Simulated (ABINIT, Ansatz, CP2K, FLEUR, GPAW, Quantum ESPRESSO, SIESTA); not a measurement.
SnO₂ (R-3m, 3 atoms in the cell) computed with different codes at matched settings

Self-consistent single point.

```
CELL_PARAMETERS angstrom
      1.61709     0.93363     4.80059
     -1.61709     0.93363     4.80059
      0.00000    -1.86726     4.80059
ATOMIC_POSITIONS crystal
  Sn 0.50000 0.50000 0.50000
  O  0.23717 0.23717 0.23717
  O  0.76283 0.76283 0.76283
```

All programs got the same cell, k-point mesh and kind of occupations (in Ansatz's words: kpoints.mp_grid.grid = 12 12 12; scf.occupations.method = fermi_dirac; scf.occupations.width = 0.01 eV); potentials, basis and cutoffs are each program's usual ones.

```csv
code,model,pressure (GPa),largest force (eV/Å),gap on the mesh (eV),k-points,cutoff
GPAW,"LDA (Perdew-Wang 92), GPAW PAW datasets LDA (gpaw-data 1.0.1)",–,0.788,1.789,189,900 eV
CP2K,"LDA (Pade form), GPW, DZVP-MOLOPT-SR-GTH basis, GTH-PADE potentials (GTH_POTENTIALS)",-9.13,0.705,1.564,868,grid 450 Ry
Quantum ESPRESSO,"LDA (PZ), GBRV 1.5 ultrasoft (LDA) pseudopotentials",-8.72,0.629,1.768,189,40 Ry
SIESTA,"LDA PW92, numerical atomic orbitals DZP, PseudoDojo LDA standard norm-conserving potentials (rewritten from UPF to PSML)",-6.40,0.325,1.741,948,grid 300 Ry
FLEUR,"LDA (Vosko-Wilk-Nusair), all-electron FLAPW (FLEUR), scalar-relativistic valence",–,–,1.788,189,Kmax 4.6 1/bohr
ABINIT,"LDA (PW92), norm-conserving pseudopotentials (PseudoDojo nc-sr-04 LDA standard)",-8.74,0.656,1.744,189,42 Ha
Ansatz,"LDA (PW92), PAW files made with PBE",-9.82,0.695,1.772,189,default
```

A dash marks a value that a program does not give, or that is left out as unsure.

Gaps are read on the mesh.

The spread over the programs that give each value: pressure within 3.42 GPa; largest force within 0.463 eV/Å; gap on the mesh within 0.225 eV.

The starting cell comes from a database of computed structures (which also holds hypothetical and non-ambient phases and stackings), without a prior relaxation at this level. On Ansatz's run: In the base run, with a pressure of about -9 GPa the cell is away from its equilibrium volume at this level.

**Question.** Why do the programs differ, and what cannot be compared?

**Answer.** Differences of this kind can come from the potentials, where these differ, and from what each basis and cutoff leave unconverged. The valence holds different numbers of electrons (GPAW 26, CP2K 16, Quantum ESPRESSO 26, SIESTA 26, FLEUR 26, ABINIT 26, Ansatz (an electronic-structure program) 26). The zero of total energies and Fermi levels follows the potentials and each program's conventions, so they are not compared here. CP2K and SIESTA use small atom-centred bases, whose incompleteness enters pressures, forces and empty levels differently from a plane-wave cutoff. FLEUR treats all electrons, but the usual bases taken here (sphere radii, linearisation, local orbitals, empty states) were not tested for convergence, so the values are no reference for the others. Ansatz's pressure is given at a fixed set of plane waves, as the other plane-wave codes print theirs; with its correction for the finite basis it is -9.35 GPa (the shift of 0.47 GPa shows how far the cutoff is from converged). The pressure of GPAW is left out: its cutoff lies under the one at which its stress was checked. The same LDA comes in different parametrisations, which differ slightly. The programs reduce the same mesh by symmetry to different extents, which changes the work and not the result. In the pressure, SIESTA (by 2.34) and Ansatz (by 1.08) lie more than 1 GPa from the median of the plane-wave programs. In the gap, CP2K (by 0.207) lies more than 0.12 eV from the median of the plane-wave programs. In the force vectors, GPAW (by 0.113) and SIESTA (by 0.351) lie more than 0.08 eV/Å from the median of the plane-wave programs.

Keys are those of Ansatz 0.2.
